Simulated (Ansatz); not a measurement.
**CsPbCl3, response to strain**

Consider CsPbCl₃ in the cubic perovskite structure (space group Pm-3m, No. 221; a = 5.619 Å). Axes: x, y, z lie along the cube axes.

Strains are applied to the cell and any free atomic positions relax; under biaxial strain the out-of-plane vector relaxes too.

All numbers come from PBEsol/PAW in Ansatz (a first-principles code), scalar-relativistic without spin-orbit coupling.

Candidates:
(a) isotropic strain +1.32 %
(b) uniaxial strain ε_yy = −2.33 %
(c) biaxial strain −0.35 %, plane normal [001], relaxed out of plane

Before the change:

- Band gap = 1.83 eV

### Question
Order them by band gap, lowest first.

### Answer
(b) uniaxial strain ε_yy = −2.33 % (1.66 eV), (c) biaxial strain −0.35 %, plane normal [001], relaxed out of plane (1.78 eV), (a) isotropic strain +1.32 % (2.00 eV)

With Pb present, leaving out spin-orbit coupling can change the band edges. No phonon test of stability was made. Many cubic perovskites are stable only at high temperature; tilts and polar distortions were not tested. This is not the structure that CsPbCl3 has at room temperature and ambient pressure.
